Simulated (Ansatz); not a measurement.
Worked example: self-consistent single point of a (001) slab of Mg (cut from a parent of space group no. 194; 4 atoms in the cell) in Ansatz (a program for electronic structure).

Computed with LDA (PW92), default PAW files made with PBE (plane waves; Ansatz).

```xyz
4
Lattice="3.2004 0.0000 0.0000 -1.6002 2.7716 0.0000 0.0000 0.0000 21.7916" Properties=species:S:1:pos:R:3 pbc="T T T"
Mg     1.6002     0.9239     9.5972
Mg     0.0000     1.8477     7.0000
Mg     1.6002     0.9239    14.7916
Mg     0.0000     1.8477    12.1944
```

Reference input (self-consistent single point, DFT, LDA (PW92), plane waves, default PAW files made with PBE): basis.ecutwfc = 420 eV; kpoints.mp_grid.grid = 11 11 1; hamiltonian.xc = lda; hamiltonian.pseudopotentials = {kind: paw} (the program's default PAW files); scf.occupations.method = fermi_dirac; scf.occupations.width = 0.1 eV. This run's input differs from it in these lines:

Ansatz 0.2 input:
```diff
@@ -12,3 +12,3 @@
 basis:
-  ecutwfc: 420.0
+  ecutwfc: 295.0
 kpoints:
```

Output (repeated stretches shortened):

```
SCF iter   1: F=—  HF=-7605.601636 eV  |F-HF|=—  |Δ(HF+E_count)|=         —  Δρ=5.01e-3  dr2=2.61e-2  ethr=1.77e-3  ⟨swp⟩=7.8  Hψ=1854  notcnv=0
all-band conjugate gradients solve this SCF's bands
preconditioner: auto → LDOS
SCF iter   2: F=—  HF=-7605.586925 eV  |F-HF|=—  |Δ(HF+E_count)|=   1.47e-2  Δρ=2.55e-3  dr2=5.60e-3  ethr=6.53e-5  ⟨swp⟩=2.0  Hψ=896  notcnv=0
SCF iter   3: F=—  HF=-7605.579950 eV  |F-HF|=—  |Δ(HF+E_count)|=   6.98e-3  Δρ=2.90e-4  dr2=2.31e-4  ethr=1.40e-5  ⟨swp⟩=2.0  Hψ=713  notcnv=0
SCF iter   4: F=—  HF=-7605.579934 eV  |F-HF|=—  |Δ(HF+E_count)|=   1.56e-5  Δρ=4.46e-5  dr2=1.20e-5  ethr=5.77e-7  ⟨swp⟩=2.3  Hψ=466  notcnv=0
SCF iter   5: F=—  HF=-7605.579934 eV  |F-HF|=—  |Δ(HF+E_count)|=   3.74e-7  Δρ=8.01e-6  dr2=3.45e-7  ethr=3.01e-8  ⟨swp⟩=1.8  Hψ=414  notcnv=0
SCF iter   6: F=-7605.579934 eV  HF=-7605.579934 eV  |F-HF|=5.38e-10  |Δ(HF+E_count)|=   2.83e-8  Δρ=1.64e-6  dr2=9.03e-9  ethr=2.50e-10  ⟨swp⟩=7.1  Hψ=1534  notcnv=0
SCF 1 converged in 6 iterations: F = -7605.579934 eV  dr2 = 9.03e-9
Free energy (F): -7605.579934 eV
Internal energy: -7605.510379 eV  (E = F + TS)
E sigma→0 (E₀):  -7605.545156 eV
Entropy (-TS):   -0.069555 eV (-17.389 meV/atom)
Fermi energy:    0.622531 eV
--- Forces (eV/Å), atoms counted from 1 ---
  atom   1  Mg     0.00000000     0.00000000     0.03972118
  atom   2  Mg    -0.00000000    -0.00000000     0.09042037
  atom   3  Mg    -0.00000000     0.00000000    -0.09042037
  atom   4  Mg     0.00000000    -0.00000000    -0.03972118
--- Stress (GPa, compression-positive) ---
       -1.730212       0.000000       0.000000
       -0.000000      -1.730212       0.000000
        0.000000       0.000000      -0.670965
  P = ⅓ Tr σ = -1.3771 GPa (-13.771 kbar)
  The stress holds the Pulay correction. Without it, at fixed plane waves, as pw.x and ABINIT print it: P = -2.2078 GPa
```

The run converged in 6 iterations. Against the reference run the free energy goes up by 26.9 meV/atom and the largest force stays at 0.090 eV/Å.

The starting cell has typed, rounded lattice constants, without a prior relaxation at this level. The slab is cut from that crystal, and its faces are unrelaxed. Its lattice was rescaled by up to half a per cent. The cutoff lies below the one recommended for these files.
